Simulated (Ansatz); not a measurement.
The starting structures come from a database of crystals and need not be the phases stable at ambient conditions.

 Where the default PAW files enter, the runs use the earlier of Ansatz's two default sets.

The decay constant κ of evanescent states in the gap governs leakage through a thin film.

Given:

```yaml
crystal:
  lattice:
    - [3.90950, 0.00000, 0.00000]
    - [0.00000, 8.33395, 0.07131]
    - [1.95475, -2.58049, 5.59860]
  atoms:
    - { symbol: In, position: [0.00000, 0.00000, 0.00000] }
    - { symbol: Bi, position: [0.20147, 0.28114, 0.59705] }
    - { symbol: Bi, position: [0.79853, 0.71886, 0.40295] }
    - { symbol: S, position: [0.83869, 0.32149, 0.32262] }
    - { symbol: S, position: [0.16131, 0.67851, 0.67738] }
    - { symbol: S, position: [0.62661, 0.05564, 0.74677] }
    - { symbol: S, position: [0.37339, 0.94436, 0.25323] }
    - { symbol: Cl, position: [0.50000, 0.50000, 0.00000] }
```

Space group of this cell: C2/m. The cell was relaxed by PBE-D3(BJ); by r2SCAN its mean pressure is 1.2 GPa.

Transport runs along the normal of the first two printed cell vectors.

No gap correction and no spin-orbit coupling; mid-gap values are interpolated between computed energies.

Problem. Predict the band gap and the smallest decay constant κ at mid-gap from r2SCAN run with Ansatz (a quantum-chemistry and plane-wave program).

Solution. Gap 1.99 eV on a 8×4×8 mesh; κ = 0.221 1/Å, at (0.375, 0.000) of the in-plane reciprocal vectors. At the zone centre, at the nearest computed energy, the slowest state has κ = 0.26 1/Å.
